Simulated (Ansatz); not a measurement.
GaN (P6_3mc), r2SCAN with spin-orbit coupling, rigid bands run with Ansatz (an electronic-structure program): Condition of this run: uniaxial stress along c of 16 GPa (compression positive) (the target of the relaxation). band gap 2.40 eV, N_c = 2.33e18 cm⁻³ and N_v = 2.10e19 cm⁻³ at 300 K, conductivity masses along z (a = (3.22, 0.00, 0.00) Å; b = (-1.61, 2.79, 0.00) Å; c = (0.00, 0.00, 4.94) Å) of 0.210 mₑ (electrons) and 0.292 mₑ (holes). Take k_BT = 0.02585 eV.

**Question.** Find the intrinsic carrier density and the intrinsic Fermi level.

**Answer.** n_i = √(N_c N_v) exp(−E_g/2k_BT) = 6.99e18 × exp(−46.42) = 4.8e-2 cm⁻³. The level lies (k_BT/2) ln(N_v/N_c) = 28 meV from mid-gap (positive towards the conduction band). Each 0.1 eV added to the gap lowers n_i by a factor of 6.9.

**Question.** What thermal injection velocity √(2k_BT/πm) limits a ballistic channel along the direction named?

**Answer.** 1.17e7 cm/s for electrons and 9.96e6 cm/s for holes, a ratio of √(m_h/m_e) = 1.18, for dilute carriers.

**Question.** A film of it is 8 nm thick, with its normal along the direction named. Estimate the confinement energies in an infinite well.

**Answer.** ħ²π²/(2m t²) = 0.376 eV·nm²/(m/mₑ × t²) gives 28.0 meV for electrons and 20.1 meV for holes, so the gap would widen to about 2.45 eV. Finite barriers and nonparabolic bands lower this, and with several valleys or bands the heaviest mass along the normal sets the lowest level, not this average.

Rigid, parabolic bands with the computed gap; masses take one relaxation time for all states. Geometry: cell and atoms relaxed with PBEsol.
